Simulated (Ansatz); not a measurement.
Consider the following.

```
GaP
1.0
    0.00000     2.66489     2.66489
    2.66489     0.00000     2.66489
    2.66489     2.66489     0.00000
Ga P
1 1
Direct
  0.00000   0.00000   0.00000
  0.25000   0.25000   0.25000
```

No spin polarisation.

Computed with PBEsol/PAW in Ansatz (an electronic-structure program), no SOC. Γ-centred 11×11×11 mesh, Fermi–Dirac width 0.05 eV.

Task: Predict the gap character, electron mass and smallest direct gap.

Result: The gap character comes out as indirect, Γ → Γ–X (87 % along), the electron mass comes out as 1.2 mₑ along k, 0.22 mₑ across (off the special points) and the smallest direct gap is 2.30 eV.

The cells carry an imposed strain or load. Effective masses come from finite differences of ±0.01 Å⁻¹. Along k means along the line from Γ to the band edge. No phonon test of stability was made. The cell was made from GaP in the zinc blende structure (space group F-43m, No. 216) by this change: isotropic strain −2.00 %.
